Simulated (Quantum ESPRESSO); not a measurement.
## How a calculation on Li2NbO3 (P1, 12 atoms in the cell) responds to its settings

```
CELL_PARAMETERS angstrom
      2.69368    -4.42917     0.00000
      2.69368     4.42917     0.00000
     -1.94801     0.00000     4.82671
ATOMIC_POSITIONS crystal
  Li 0.26043 0.73901 0.25427
  Li 0.74130 0.26989 0.75012
  Li 0.57476 0.41606 0.24998
  Li 0.42265 0.58015 0.75187
  Nb 0.91197 0.08224 0.24235
  Nb 0.08223 0.90937 0.74992
  O  0.68191 0.84232 0.49839
  O  0.32153 0.15751 0.49896
  O  0.15726 0.31885 0.00282
  O  0.84144 0.67854 0.99415
  O  0.50309 0.00622 0.00287
  O  0.00145 0.49983 0.50430
```

Base run A: LDA (PZ), GBRV 1.5 ultrasoft (LDA) pseudopotentials (Quantum ESPRESSO 7.5), self-consistent single point.

Its settings: ecutwfc = 40 Ry; ecutrho = 320 Ry; occupations = smearing; smearing = fd; degauss = 0.0073499 Ry; potentials = {Li: li_lda_v1.4.uspp.F.UPF, Nb: nb_lda_v1.uspp.F.UPF, O: o_lda_v1.2.uspp.F.UPF}; K_POINTS = automatic 4 4 4 1 1 1; conv_thr = 1e-10 Ry; mixing_beta = 0.7.

The starting cell comes from a database of computed structures (which also holds hypothetical and non-ambient phases and stackings), without a prior relaxation at this level. Its atoms were displaced at random from the sites of space group no. 15. Spin polarisation is off. In the base run, with a pressure of about -15 GPa the cell is away from its equilibrium volume at this level. In the base run, forces exceed 1 eV/Å.

ΔF is the free energy per atom less that of run A. 

Run A gave: pressure (GPa) -14.53; largest force (eV/Å) 1.159; TS (meV/atom) 12.9; k-points 32.

Runs:
- B: degauss, K_POINTS = 0.002205 Ry, automatic 4 4 4 1 1 1
- C: degauss, K_POINTS = 0.02205 Ry, automatic 4 4 4 1 1 1
- D: degauss, K_POINTS = 0.002205 Ry, automatic 5 5 4 1 1 1
- E: degauss, K_POINTS = 0.0073499 Ry, automatic 5 5 4 1 1 1
- F: degauss, K_POINTS = 0.02205 Ry, automatic 5 5 4 1 1 1
- G: degauss, K_POINTS = 0.002205 Ry, automatic 5 5 5 1 1 1
- H: degauss, K_POINTS = 0.0073499 Ry, automatic 5 5 5 1 1 1
- I: degauss, K_POINTS = 0.02205 Ry, automatic 5 5 5 1 1 1

**Question.** What does run F change against A?

**Answer.** The free energy falls by 41.3 meV/atom, the pressure goes from -14.53 to -13.84 GPa and the largest force goes from 1.159 to 1.196 eV/Å.

**Question.** What does run C change against A?

**Answer.** The free energy goes down by 41.3 meV/atom, the pressure goes from -14.53 to -13.85 GPa and the largest force goes from 1.159 to 1.196 eV/Å.

```json
[
 {"run": "A", "ΔF (meV/atom)": "0.00", "pressure (GPa)": "-14.53", "largest force (eV/Å)": "1.159", "TS (meV/atom)": "12.9", "k-points": "32"},
 {"run": "B", "ΔF (meV/atom)": "6.6", "pressure (GPa)": "-14.66", "largest force (eV/Å)": "1.187", "TS (meV/atom)": "1.7", "k-points": "32"},
 {"run": "C", "ΔF (meV/atom)": "-41.3", "pressure (GPa)": "-13.85", "largest force (eV/Å)": "1.196", "TS (meV/atom)": "80.2", "k-points": "32"},
 {"run": "D", "ΔF (meV/atom)": "7.6", "pressure (GPa)": "-14.63", "largest force (eV/Å)": "1.189", "TS (meV/atom)": "1.8", "k-points": "50"},
 {"run": "E", "ΔF (meV/atom)": "0.57", "pressure (GPa)": "-14.50", "largest force (eV/Å)": "1.160", "TS (meV/atom)": "13.6", "k-points": "50"},
 {"run": "F", "ΔF (meV/atom)": "-41.3", "pressure (GPa)": "-13.84", "largest force (eV/Å)": "1.196", "TS (meV/atom)": "80.4", "k-points": "50"},
 {"run": "G", "ΔF (meV/atom)": "6.2", "pressure (GPa)": "-14.65", "largest force (eV/Å)": "1.161", "TS (meV/atom)": "1.4", "k-points": "63"},
 {"run": "H", "ΔF (meV/atom)": "0.04", "pressure (GPa)": "-14.53", "largest force (eV/Å)": "1.149", "TS (meV/atom)": "12.7", "k-points": "63"},
 {"run": "I", "ΔF (meV/atom)": "-41.3", "pressure (GPa)": "-13.85", "largest force (eV/Å)": "1.195", "TS (meV/atom)": "80.3", "k-points": "63"}
]
```
